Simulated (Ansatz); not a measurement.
For BN (model structure, started from the HgO type, P6/mmm, No. 191, 6 atoms in the cell), PBEsol (Ansatz, a quantum-chemistry and plane-wave program, plane waves, PAW) gives:

```
Item                    Value
---------------  ------------
cohesive energy  6.45 eV/atom
band gap              3.37 eV
```

What does r²SCAN+rVV10 (plane waves, PAW; Ansatz) give for the same quantities?


- cohesive energy: 6.05 eV/atom (shrinks by 0.40 eV/atom)
- band gap: 2.92 eV (falls by 0.45 eV)

Changes are worked out from the printed values.

Unless a cell is named, each level is at its own relaxed cell (PBEsol 21.62, r²SCAN+rVV10 15.53 Å³/atom).

Density-functional gaps are differences of (generalised) Kohn–Sham levels.

Ansatz's density-functional and Hartree–Fock values are scalar-relativistic unless marked +SOC, with PAW data made under PBE.

A model structure was made by putting elements into a prototype or built by hand; it is no filed structure, need not be a known phase, and can be a saddle point held by its symmetry.
